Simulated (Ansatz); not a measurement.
The starting structures come from a database of crystals and need not be the phases stable at ambient conditions.

By PBEsol, the system below comes out a metal.

Without scattering a metal conducts by its projected Fermi surface.

Input:

```xyz
1
Lattice="3.1542 0.0000 0.0000 -0.4346 4.2823 0.0000 -0.2173 2.1411 2.2367" Properties=species:S:1:pos:R:3 pbc="T T T"
Te     1.3598     2.1411     0.0000
```

Space group of this cell: C2/m. The cell is strained (lengths along the current scaled by 0.97, ions clamped); by PBEsol its mean pressure is 1.7 GPa.

The current flows along the normal of the first two printed cell vectors. No spin-orbit coupling; the value is a mean over 0.1 eV about the Fermi level.

Task: State the ballistic conductance per area according to PBEsol (Ansatz, a program for electronic structure).

Result: 1.2 × 10¹⁵ S/m² for both spins.
